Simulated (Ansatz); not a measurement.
## Ga on the As site (Ga_As) (zinc-blende GaAs host)

The numbers are results of PBE, PAW (plane waves to 420 eV; Ansatz, an electronic-structure program), not measurements. The supercell holds 64 host sites (2×2×2 repeats of a cell of 8 atoms), with a 2×2×2 shifted k-point sampling for the final energies. Site at the start: the As site. Charged cells carry a point-charge image correction with potential alignment at far atoms. Dielectric constants: PBE linear response of the host. Host gap at this level: 0.16 eV. Finite-size and sampling errors can reach tenths of an eV here. PBE closes or nearly closes this host's gap, so even the neutral cell can hold carriers in host bands. Spin–orbit coupling is left out. Each state is the lowest found from its start.

Formation energies E_f are given with the Fermi level at the valence-band maximum. Chemical conditions: As-rich (Δμ(As) = 0.00 eV, Δμ(Ga) = -0.70 eV; only phases computed here count, gases as isolated molecules at 0 K); Ga-rich (Δμ(As) = -0.70 eV, Δμ(Ga) = 0.00 eV; only phases computed here count, gases as isolated molecules at 0 K). Reference phases: As: rhombohedral As, Ga: alpha gallium.

Charges with a result: +1, 0, −1, −2. Others weren't obtained, and one of them could lie lower, also by skipping a charge.

| charge | moment (μB) | largest move off a lattice site (Å) | image correction with alignment (eV) | E_f, As-rich (eV) | E_f, Ga-rich (eV) | above the lowest spin state (eV) |
|---|---|---|---|---|---|---|
| +1† | 1.0 | 0.06 | -0.01 | – | – | 0.00 |
| 0† | 2.0 | 0.01 | 0.00 | 2.72 | 1.32 | 0.00 |
| 0† | not spin-polarised | 0.08 | 0.00 | 2.76 | 1.36 | 0.04 |
| −1† | 1.0 | 0.07 | 0.15 | – | – | 0.00 |
| −2† | 0.0 | 0.10 | 0.46 | – | – | 0.00 |
| −2† | not spin-polarised | 0.10 | 0.46 | – | – | 0.00 |

† Not settled in this cell, so no level is given: charge +1: a level filled in part, carriers not clearly localised, level within 0.1 eV of a band edge or past it; charge 0: a level filled in part, carriers not clearly localised; charge −1: a level filled in part, level within 0.1 eV of a band edge or past it; charge −2: a level filled in part, level within 0.1 eV of a band edge or past it.

Starting moments that weren't kept: charge −2 began with 2 μB and ended with 0.0.
